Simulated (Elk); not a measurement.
A self-consistent single point of Lu3Si (P1, 4 atoms in the cell) with Elk.

Computed with Elk 10.2.4 with LDA (PW92), all-electron FP-LAPW, Elk's shipped species files, LAPW+lo basis.

```yaml
crystal:
  lattice:
    - [-2.19456, 2.19456, 4.95772]
    - [2.19456, -2.19456, 4.95772]
    - [2.19456, 2.19456, -4.95772]
  atoms:
    - { symbol: Lu, position: [0.74645, 0.24788, 0.49678] }
    - { symbol: Lu, position: [0.24561, 0.75172, 0.50060] }
    - { symbol: Lu, position: [0.50132, 0.49850, 0.99904] }
    - { symbol: Si, position: [0.00663, 0.00190, 0.00357] }
```

Reference input (self-consistent single point, DFT, PBEsol, all-electron FP-LAPW, Elk's shipped species files, LAPW+lo basis): xctype = 22; rgkmax = 8; stype = 0; swidth = 0.00183747 Ha; ngridk = 4 4 5; gmaxvr = 16 1/bohr; nxoapwlo = 1; rmtscf = 0.98. This run's input differs from it in these lines:

```diff
@@ -4,3 +4,3 @@
 xctype
-  22
+  3
```

Log, with long lists cut:

```
│ Self-consistent loop started │
│ Loop number : 1 │
 total energy                :     -43984.4190387
│ Loop number : 2 │
 total energy                :     -43985.8685920
RMS change in Kohn-Sham potential (target) :   0.1451894490     (  0.1000000000E-05)
Absolute change in total energy (target)   :    1.449553327     (  0.1000000000E-03)
│ Loop number : 3 │
 total energy                :     -43992.4646755
RMS change in Kohn-Sham potential (target) :   0.1115415462     (  0.1000000000E-05)
Absolute change in total energy (target)   :    6.958471775     (  0.1000000000E-03)
│ Loop number : 4 │
   [... lines left out ...]
Absolute change in total energy (target)   :   0.5531052084E-03 (  0.1000000000E-03)
│ Loop number : 17 │
 total energy                :     -44006.0340699
RMS change in Kohn-Sham potential (target) :   0.1040264935E-06 (  0.1000000000E-05)
Absolute change in total energy (target)   :   0.1218035322E-03 (  0.1000000000E-03)
│ Loop number : 18 │
 total energy                :     -44006.0340690
RMS change in Kohn-Sham potential (target) :   0.7648774634E-07 (  0.1000000000E-05)
Absolute change in total energy (target)   :   0.3134489816E-04 (  0.1000000000E-03)
Convergence targets achieved

│ Loop number : 19 │

Energies :
 Fermi                       :     0.276224680772
 total energy                :     -44006.0340772

Density of states at Fermi energy :    94.80706560
 (states/Hartree/unit cell)

Estimated indirect band gap :   0.1599179275E-03
 from k-point     74 to k-point     20
Estimated direct band gap   :   0.5639515051E-02
 at k-point     14

Charges :
 core                        :    148.0000000
 valence                     :    79.00000000
 interstitial                :    7.260360694
 muffin-tins (core leakage)
  species :    1 (Lu)
   atom    1                 :    69.27541629     (  0.9846189144E-06)
   atom    2                 :    69.27559749     (  0.9846896987E-06)
   atom    3                 :    69.22382630     (  0.9820039324E-06)
  species :    2 (Si)
   atom    1                 :    11.96479923     (  0.1663861689E-02)
 total in muffin-tins        :    219.7396393
 total calculated charge     :    226.9861945
 total charge                :    227.0000000
 error                       :   0.1380546542E-01

│ Self-consistent loop stopped │
```

The run converged in 19 iterations. The count includes the last loop, which Elk runs after its targets are met. 

The starting cell comes from a database of computed structures (which also holds hypothetical and non-ambient phases and stackings), without a prior relaxation at this level. Its atoms were displaced at random from the sites of space group no. 139. Spin-orbit coupling is off. Values depend on the basis (sphere radii, cutoffs, local orbitals), which need not be converged. The log's line on a gap gives a spacing of levels on this mesh, which the program prints for metals too.

Cost on one core of a shared machine: roughly 3 min.
